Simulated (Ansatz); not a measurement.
SrHfO3 (Cmcm, No. 63, 20 atoms in the cell; start mp-4673; a measured phase of this formula has another space group), treated with LDA (plane waves, PAW; Ansatz, a quantum-chemistry and plane-wave program).

Excerpt of the program's output:

```
Crystal: 20 atoms, lattice volume = 262.584 Å³
Basis set: ecut = 520 eV, 7051 PW (Γ), exchange–correlation on 90×90×128 points (8 copies of the dense FFT grid, shifted against one another)
Bands: 130, of which v1, the nominal top of the filled ones, is band 108 counted from 1 (107 counted from 0)
Symmetry: 8 space group operations
Space group: Cmcm (ITA 63), of the structure as read, at distance tolerance 6.4e-5 Å
k-points: 39 of 144
Functional: x = slater, c = lda
SCF iter   1: F=—  HF=-82387.329800 eV  |F-HF|=—  |Δ(HF+E_count)|=         —  Δρ=1.83e-2  dr2=8.16e-1
SCF iter   2: F=—  HF=-82387.146391 eV  |F-HF|=—  |Δ(HF+E_count)|=   1.83e-1  Δρ=5.45e-3  dr2=2.50e-2
  ...
SCF iter   9: F=—  HF=-82387.137046 eV  |F-HF|=—  |Δ(HF+E_count)|=   1.04e-7  Δρ=2.13e-6  dr2=1.14e-8
SCF iter  10: F=-82387.137046 eV  HF=-82387.137046 eV  |F-HF|=2.91e-11  |Δ(HF+E_count)|=  4.51e-10  Δρ=2.83e-7  dr2=2.91e-10
SCF 1 converged in 10 iterations: F = -82387.137046 eV  dr2 = 2.91e-10
SCF converged after 10 iterations
Free energy (F): -82387.137046 eV
Internal energy: -82387.137046 eV  (E = F + TS)
E sigma→0 (E₀):  -82387.137046 eV
Fermi energy:    13.096566 eV
--- Stress (GPa, compression-positive) ---
        0.005987       0.000000       0.000000
        0.000000      -0.001608       0.000000
        0.000000       0.000000      -0.007213
  P = ⅓ Tr σ = -0.0009 GPa (-0.009 kbar)
```

Question: Write an input file that could have produced this run (the log leaves some choices open).

Answer: One answer among several that fit: 
Ansatz 0.2 input:
```yaml
crystal:
  lattice:
    - [4.0054711926, -4.0621600991, 0.0]
    - [4.0054711926, 4.0621600991, 0.0]
    - [0.0, 0.0, 8.0691398757]
  atoms:
    - { symbol: Sr, position: [0.9887388746, 0.0112611254, 0.75] }
    - { symbol: Sr, position: [0.0112611254, 0.9887388746, 0.25] }
    - { symbol: Sr, position: [0.4934272256, 0.5065727744, 0.75] }
    - { symbol: Sr, position: [0.5065727744, 0.4934272256, 0.25] }
    - { symbol: Hf, position: [0.5, 0.0, 0.0] }
    - { symbol: Hf, position: [0.5, 0.0, 0.5] }
    - { symbol: Hf, position: [0.0, 0.5, 0.0] }
    - { symbol: Hf, position: [0.0, 0.5, 0.5] }
    - { symbol: O, position: [0.9546229158, 0.4466868136, 0.75] }
    - { symbol: O, position: [0.0453770842, 0.5533131864, 0.25] }
    - { symbol: O, position: [0.4466868136, 0.9546229158, 0.25] }
    - { symbol: O, position: [0.5533131864, 0.0453770842, 0.75] }
    - { symbol: O, position: [0.2145362417, 0.7854637583, 0.5475656738] }
    - { symbol: O, position: [0.7854637583, 0.2145362417, 0.4524343262] }
    - { symbol: O, position: [0.7854637583, 0.2145362417, 0.0475656738] }
    - { symbol: O, position: [0.2145362417, 0.7854637583, 0.9524343262] }
    - { symbol: O, position: [0.2888111397, 0.2888111397, 0.0] }
    - { symbol: O, position: [0.7111888603, 0.7111888603, 0.0] }
    - { symbol: O, position: [0.7111888603, 0.7111888603, 0.5] }
    - { symbol: O, position: [0.2888111397, 0.2888111397, 0.5] }
basis:
  ecutwfc: 520
  ecutrho_ratio: 4
  xc_grid: 2
kpoints:
  mp_grid: { grid: [6, 6, 4] }
  band_path:
    path:
      - [0.0, 0.0, 0.0]
      - [-0.071429, 0.071429, 0.0]
      - [-0.142857, 0.142857, 0.0]
      - [-0.214286, 0.214286, 0.0]
      - [-0.285714, 0.285714, 0.0]
      - [-0.357143, 0.357143, 0.0]
      - [-0.428571, 0.428571, 0.0]
      - [-0.5, 0.5, 0.0]
      - [-0.493071, 0.506929, 0.0]
      - [0.493071, 0.493071, 0.0]
      - [0.422632, 0.422632, 0.0]
      - [0.352194, 0.352194, 0.0]
      - [0.281755, 0.281755, 0.0]
      - [0.211316, 0.211316, 0.0]
      - [0.140877, 0.140877, 0.0]
      - [0.070439, 0.070439, 0.0]
      - [0.0, 0.0, 0.166667]
      - [0.0, 0.0, 0.333333]
      - [0.0, 0.0, 0.5]
      - [0.070439, 0.070439, 0.5]
      - [0.140877, 0.140877, 0.5]
      - [0.211316, 0.211316, 0.5]
      - [0.281755, 0.281755, 0.5]
      - [0.352194, 0.352194, 0.5]
      - [0.422632, 0.422632, 0.5]
      - [0.493071, 0.493071, 0.5]
      - [-0.493071, 0.506929, 0.5]
      - [-0.5, 0.5, 0.5]
      - [-0.5, 0.5, 0.333333]
      - [-0.5, 0.5, 0.166667]
      - [0.0, 0.1, 0.0]
      - [0.0, 0.2, 0.0]
      - [0.0, 0.3, 0.0]
      - [0.0, 0.4, 0.0]
      - [0.0, 0.5, 0.0]
      - [0.0, 0.5, 0.166667]
      - [0.0, 0.5, 0.333333]
      - [0.0, 0.5, 0.5]
      - [0.0, 0.4, 0.5]
      - [0.0, 0.3, 0.5]
      - [0.0, 0.2, 0.5]
      - [0.0, 0.1, 0.5]
      - [-0.071429, 0.071429, 0.5]
      - [-0.142857, 0.142857, 0.5]
      - [-0.214286, 0.214286, 0.5]
      - [-0.285714, 0.285714, 0.5]
      - [-0.357143, 0.357143, 0.5]
      - [-0.428571, 0.428571, 0.5]
    npoints: 1
hamiltonian:
  xc: lda
  dispersion: none
  pseudopotentials: { kind: paw }
scf:
  occupations: { method: fermi_dirac, width: 0.01 }
  convergence: { dr2_threshold: 0.000000002 }
output:
  forces: true
  stress: true
  eigenvalues: true
  write_bands: true
```

The PAW data were made under PBE.

A start named mp-… is a Materials Project structure, which need not be a measured phase.
